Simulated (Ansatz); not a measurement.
fcc Cu (1 1 1) on rock-salt PbS (1 1 1) (film strained to the substrate, started from cuts of the bulks and a machine-learned relaxation; slabs Pb4S4 and Cu15, which can lie off the formulas)

A periodic stack without vacuum, fcc Cu (1 1 1) on rock-salt PbS (1 1 1) (film strained to the substrate, started from cuts of the bulks and a machine-learned relaxation; slabs Pb4S4 and Cu15, which can lie off the formulas): substrate slab Pb4S4, film Cu15, surface cells [[0, 1], [-1, 0]] and [[1, -2], [1, 1]], film strained by -4.4 and -4.4 %, outermost planes S/Pb and Cu/Cu as cut, which need not be the usual terminations and can put a slab off its formula.

The start was prepared with a machine-learned potential, and the result is one local minimum, with the in-plane cell held and forces under 0.04 eV/Å; the film can end far from its bulk form.

All values below come from PBE (plane waves to 420 eV, PAW; Ansatz, a quantum-chemistry and plane-wave program). Spin–orbit coupling is left out; the runs are not spin-polarised. Its k-point mesh 9×9×1, Fermi–Dirac width 0.05 eV.

* **interface area**: 15.6 Å²
* **period**: 25.18 Å
* **heights between the nearest atoms of the two slabs at the two interfaces**: 2.54 and 1.87 Å
* **Cu–Pb contacts across the interfaces within 1.22 times the sum of covalent radii**: 3, mean 2.96 Å
* **Cu–S contacts across the interfaces within 1.22 times the sum of covalent radii**: 3, mean 2.36 Å
* **estimate of the barrier**: withheld, since the two interfaces are unlike

```
Cu15Pb4S4
1.0
    4.24776    -0.00066     0.09323
   -2.12489     3.67901     0.02816
    0.91259    -0.09951    25.21287
Pb S Cu
4 4 15
Direct
  0.98431   0.99835   0.10446
  0.26151   0.64830   0.24273
  0.53962   0.30116   0.38038
  0.81657   0.95518   0.51684
  0.34368   0.67192   0.03626
  0.62262   0.32407   0.17298
  0.90077   0.97553   0.31109
  0.17889   0.62701   0.44896
  0.50430   0.04223   0.61870
  0.17423   0.37437   0.61756
  0.83964   0.70426   0.62013
  0.47146   0.36585   0.70531
  0.13982   0.69864   0.70504
  0.80463   0.03167   0.70480
  0.43830   0.69154   0.79173
  0.10548   0.02475   0.79023
  0.77219   0.35803   0.79028
  0.40450   0.01965   0.87662
  0.07035   0.34883   0.87660
  0.74022   0.68322   0.87660
  0.37080   0.33944   0.96211
  0.03559   0.67503   0.96164
  0.70651   0.01045   0.96121
```
